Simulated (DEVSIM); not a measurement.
Device: abrupt GaSb n-p junction, at 300 K.

Layer 1 from the left is GaSb, thickness (μm) 0.580, Nd (cm⁻³) 1.5e16, τn (s) 3.3e-8, τp (s) 3.3e-8. Layer 2 from the left is GaSb, thickness (μm) 5.80, Na (cm⁻³) 5.4e15, τn (s) 3.3e-8, τp (s) 3.3e-8.

Left contact: ohmic. Right contact: ohmic. Voltage is applied to the left contact. Recombination: SRH at mid-gap, radiative, Auger. Mobility is constant in doping.

This is a model device: material constants are rounded textbook-type values typed into the input, and sizes, dopings and lifetimes were drawn at random. Values at 300 K.

GaSb: gap (eV) 0.726, affinity (eV) 4.06, permittivity 15.7, Nc (cm⁻³) 2.1e17, Nv (cm⁻³) 1.8e19, μn (cm²/Vs) 5000, μp (cm²/Vs) 850, B (cm³/s) 1e-10, Cn (cm⁶/s) 5e-30, Cp (cm⁶/s) 5e-30.

Simulated with DEVSIM: 1D drift-diffusion, Boltzmann statistics, complete ionisation; no tunnelling, impact ionisation, image-force lowering or self-heating.

Task: What does the simulation give for the dark forward voltage at 100 A/cm², the potential step across the device at zero bias, the dark forward voltage at 1 A/cm², the largest field in the device at zero bias?

Result: dark forward voltage at 100 A/cm² 0.412 V; potential step across the device at zero bias 0.448 V; dark forward voltage at 1 A/cm² 0.271 V; largest field in the device at zero bias 19000 V/cm.
